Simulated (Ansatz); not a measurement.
The parent structure is K in the bcc (W type) structure (space group Im-3m, No. 229; a = 5.215 Å; relaxed with 0.1 eV smearing). Axes: x, y, z lie along the cube axes.

Structures relaxed with Ansatz (a program for electronic structure) PBEsol, no SOC.

Base:

Simulated powder pattern, Co Kα, λ = 1.79026 Å (kinematic, ideal powder, no thermal factors, no anomalous dispersion; the 8 strongest lines at most, above 2 %, up to 2θ = 90°):

```tsv
2θ (°)	I/Imax (%)	hkl
28.10	100	(110)
40.16	18	(200)
49.73	37	(211)
58.09	11	(220)
65.75	15	(310)
72.97	3.5	(222)
79.92	16	(321)
```

After one change:

Simulated powder pattern, Co Kα, λ = 1.79026 Å (kinematic, ideal powder, no thermal factors, no anomalous dispersion; the 8 strongest lines at most, above 2 %, up to 2θ = 90°):

```
2θ (°)  I/Imax (%)
------  ----------
27.91          100
28.54           47
38.95          9.8
40.80           17
48.99           19
50.15           36
57.67           11
78.69          8.3
```

Question: Which of these changes matches the shifts?
A) biaxial strain −1.00 %, plane normal [001], relaxed out of plane
B) biaxial strain −3.00 %, plane normal [001], relaxed out of plane
C) biaxial strain −1.50 %, plane normal [001], relaxed out of plane
D) biaxial strain −2.50 %, plane normal [001], relaxed out of plane

Answer: C, biaxial strain −1.50 %, plane normal [001], relaxed out of plane. Its volume per atom is 70.84 Å³ against 70.90 Å³, and its space group is I4/mmm (No. 139).

Whether these cells are dynamically stable was not tested.
